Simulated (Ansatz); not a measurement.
The reference is Mg2Sn (space group Fm-3m, No. 225; a = 6.7460 Å). Axes: x, y, z lie along the cube axes.

Computed with PBEsol, PAW, 420 eV (Ansatz, an electronic-structure program; without spin-orbit coupling).

The change: every lattice vector is stretched by 1.23 %; the atoms relax in the strained cell.

Task: Predict the stress tensor and what it implies for the stiffness.

Result: Stress of the strained cell less that of the base (GPa, compression positive):
```
   -1.5     0.0     0.0
    0.0    -1.5     0.0
    0.0     0.0    -1.5
```

Then B = −ΔP/(ΔV/V₀) with ΔV/V₀ = 0.0374 gives secant stiffness values (nonlinear terms included at this strain): B ≈ 40 GPa.

As a check, the harmonic strain energy −½ V₀ Δσ:ε is 4.4 meV/atom; the computed energy rise is 4.5 meV/atom.

Whether these cells are dynamically stable was not tested.
